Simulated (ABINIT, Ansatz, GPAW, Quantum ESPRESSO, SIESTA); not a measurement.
Code comparison for Sr3Ca (P1, 4 atoms in the cell)

Self-consistent single point, at a second geometry (atoms moved at random). First geometry:

```
Sr3Ca
1.0
    5.98875     0.00000     0.00000
    0.00000     5.98875     0.00000
    0.00000     0.00000     5.98875
Sr Ca
3 1
Direct
  0.00000   0.50000   0.50000
  0.50000   0.00000   0.50000
  0.50000   0.50000   0.00000
  0.00000   0.00000   0.00000
```

Second geometry:
```yaml
crystal:
  lattice:
    - [5.98875, 0.00000, 0.00000]
    - [0.00000, 5.98875, 0.00000]
    - [0.00000, 0.00000, 5.98875]
  atoms:
    - { symbol: Sr, position: [0.00002, 0.49838, 0.49565] }
    - { symbol: Sr, position: [0.50004, 0.99534, 0.50196] }
    - { symbol: Sr, position: [0.50132, 0.50348, 0.00388] }
    - { symbol: Ca, position: [0.99861, 0.00280, 0.99851] }
```

Shared settings, as Ansatz (a first-principles code) writes them: kpoints.mp_grid.grid = 4 4 4; scf.occupations.method = gaussian; scf.occupations.width = 0.136 eV. Potentials and cutoffs stand in the table.

| code | model | ΔF from the first geometry (meV/atom) | pressure (GPa) | largest force (eV/Å) | cutoff |
|---|---|---|---|---|---|
| Ansatz | PBEsol, PAW files made with PBE | 0.8 | -1.02 | 0.080 | default |
| GPAW | PBEsol, GPAW PAW datasets PBEsol (made by gpaw-setup) | 0.8 | -0.99 | 0.080 | 550 eV |
| Quantum ESPRESSO | PBEsol, PseudoDojo standard norm-conserving (PBESOL) pseudopotentials | 0.8 | -1.02 | 0.080 | 70 Ry |
| SIESTA | GGA PBEsol, numerical atomic orbitals DZP, PseudoDojo PBEsol standard norm-conserving potentials (rewritten from UPF to PSML) | 1.4 | 1.83 | 0.137 | grid 300 Ry |
| ABINIT | PBEsol, norm-conserving pseudopotentials (PseudoDojo nc-sr-04 PBEsol standard) | 0.8 | -1.03 | 0.080 | 68 Ry |

Size of the force on each atom (eV/Å): Sizes of forces hide their directions.

```tsv
code	Sr1	Sr2	Sr3	Ca4
Ansatz	0.059	0.069	0.080	0.030
GPAW	0.059	0.069	0.080	0.030
Quantum ESPRESSO	0.059	0.069	0.080	0.030
SIESTA	0.102	0.113	0.137	0.042
ABINIT	0.059	0.069	0.080	0.030
```

The spread over the programs that give each value: ΔF from the first geometry within 0.6 meV/atom; pressure within 2.86 GPa; largest force within 0.057 eV/Å.

SIESTA uses small atom-centred bases, whose incompleteness enters pressures, forces and empty levels differently from a plane-wave cutoff. Ansatz's pressure is given at a fixed set of plane waves, as the other plane-wave codes print theirs. In the pressure, SIESTA (by 2.85) lies more than 1 GPa from the median of the plane-wave programs.

The starting cell comes from a database of computed structures (which also holds hypothetical and non-ambient phases and stackings), without a prior relaxation at this level. For this run, on top of that: atoms moved at random.

Left out of this page: Elk (not drawn, or without a comparable value).

Keys are those of Ansatz 0.2.
